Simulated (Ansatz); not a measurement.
## What pressure 4.5 GPa does to ZnSiP2

Take ZnSiP2 in the chalcopyrite structure (space group I-42d, No. 122; a = 5.3064 Å, c = 10.3798 Å) as the base.

Modification: cell and atoms relaxed at a pressure of 4.5 GPa.

Calculations: LDA (Ansatz, an electronic-structure program), no spin-orbit coupling. Γ-centred 9×9×9 mesh, Fermi–Dirac width 0.05 eV.

The c/a ratio hardly moves (1.956 against 1.957) and the shortest interatomic distance drops by 0.028 Å (2.242 Å → 2.214 Å). The enthalpy H = E + PV relative to the base's energy is +0.50 eV/atom and the band gap drops by 0.098 eV (1.11 eV → 1.02 eV). The gap character is still direct at Γ and the mean gap deformation potential ΔEg/Δln V comes out as +2.3 eV. The electron mass changes from 1.5 mₑ along c, 0.24 mₑ across (at Γ) to 1.4 mₑ along c, 0.24 mₑ across (at Γ) and the valence-band top at Γ (three highest levels, from the VBM) changes from 0.00, -0.11, -0.11 eV to 0.00, -0.12, -0.12 eV.

Cost of the whole job for the changed cell (relaxation, final SCF and bands): about 3 core-minutes (a rough figure).

Load acts through the strain it causes; cell and atoms are relaxed under it. Masses are band curvatures over ±0.01 Å⁻¹ around the edge. Whether these cells are dynamically stable was not tested.
